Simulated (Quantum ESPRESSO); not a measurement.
**Convergence study of the plane-wave cutoff for Mg (P-3m1, 2 atoms in the cell)**

```yaml
crystal:
  lattice:
    - [1.60018, -2.77160, 0.00000]
    - [1.60018, 2.77160, 0.00000]
    - [0.00000, 0.00000, 5.19437]
  atoms:
    - { symbol: Mg, position: [0.33333, 0.66667, 0.25963] }
    - { symbol: Mg, position: [0.66667, 0.33333, 0.75000] }
```

Level of theory: LDA (PZ), GBRV 1.5 ultrasoft (LDA) pseudopotentials (plane waves; Quantum ESPRESSO).

Base settings: ecutwfc = 40 Ry; ecutrho = 200 Ry; occupations = smearing; smearing = fermi-dirac; degauss = 0.0073499 Ry; potentials = {Mg: mg_lda_v1.4.uspp.F.UPF}; K_POINTS = automatic 4 4 3 0 0 0; conv_thr = 1e-10 Ry; mixing_beta = 0.4.

Moved along: ecutrho.

The second cell is the first with its lattice scaled by 0.98.

The mesh stays at the base's, so the ladder's end is converged at best in this setting alone.

Only quantities that move along the ladder and can be compared are tabulated.

The count of work is k-points × plane waves × bands × iterations; it is no time. 

The starting cell has typed, rounded lattice constants, without a prior relaxation at this level. Its lattice was rescaled by up to half a per cent. One atom was moved a little off its site on purpose. Without a gap this mesh is coarse (it stands for a supercell whose shortest vector is 13 Å).

```csv
ecutwfc,free energy less the last step's (meV/atom),energy of the compressed cell less the first (meV/atom),pressure (GPa),largest difference of a force vector from the last step's (eV/Å),count of work / last
14 Ry,46371.62,3.02,-1003.73,0.100,0.065
16 Ry,23463.31,849.40,-585.05,0.035,0.087
18 Ry,12196.74,104.20,-344.49,0.046,0.10
20 Ry,6207.15,-35.62,-198.85,0.012,0.098
22 Ry,3109.00,-16.67,-113.73,0.017,0.13
24 Ry,1537.39,-24.14,-64.89,0.004,0.14
28 Ry,321.11,-11.44,-19.64,0.000,0.18
32 Ry,53.36,-10.33,-6.04,0.000,0.20
36 Ry,10.14,-10.53,-2.71,0.000,0.26
40 Ry,7.19,-10.38,-2.25,0.000,0.30
44 Ry,6.51,-10.33,-2.33,0.000,0.31
48 Ry,4.78,-10.35,-2.35,0.000,0.40
54 Ry,3.30,-10.40,-2.28,0.000,0.42
60 Ry,3.20,-10.41,-2.26,0.000,0.56
70 Ry,1.90,-10.40,-2.32,0.000,0.70
80 Ry,0.34,-10.41,-2.28,0.000,0.86
96 Ry,0.00,-10.39,-2.27,0.000,1.0
```

Coarsest ecutwfc that holds the energy of the compressed cell less the first within 0.5 meV/atom of the last step, with all finer ones: 32 Ry, at 0.20 of the last step's count of work; the step before is off by 1.0 meV/atom.

Coarsest ecutwfc that holds the free energy within 1 meV/atom of the last step, with all finer ones: 80 Ry; the step before is off by 1.9 meV/atom.

Coarsest ecutwfc that holds the forces within 0.01 eV/Å of the last step, with all finer ones: 24 Ry, at 0.14 of the last step's count of work; the step before is off by 0.017 eV/Å.

The energy difference between the two cells stays within 1 meV/atom of the last step's from 32 Ry on, the total only from 80 Ry on: much of the error is common to both cells and cancels.

Two neighbours can agree and both be off: 40 Ry and 44 Ry differ by 0.69 meV/atom in the free energy, yet lie about 6.5 meV/atom from the last step.

At the lowest cutoff the pressure lies 1000 GPa under the last step's, the usual sign of Pulay stress in an incomplete plane-wave basis.
